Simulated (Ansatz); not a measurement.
# WTe2 (model structure, started from the rutile type, P4₂/mnm, No. 136, 6 atoms in the cell): properties by level of theory

```json
[
 {"level (code)": "PBE (Ansatz)", "equilibrium lattice constant a (Å)": "6.653", "lattice parameter c (Å)": "3.673"},
 {"level (code)": "PBEsol (Ansatz)", "equilibrium lattice constant a (Å)": "6.599", "lattice parameter c (Å)": "3.573"},
 {"level (code)": "PBE-D3(BJ) (Ansatz)", "equilibrium lattice constant a (Å)": "6.589", "lattice parameter c (Å)": "3.610"}
]
```

Caveats: a distance lies near a switch of the dispersion term, which can move the cell (PBE-D3(BJ)). Ansatz's density-functional and Hartree–Fock values are scalar-relativistic unless marked +SOC, with PAW data made under PBE.

A model structure was made by putting elements into a prototype or built by hand; it is no filed structure, need not be a known phase, and can be a saddle point held by its symmetry.

Ansatz is a first-principles code.
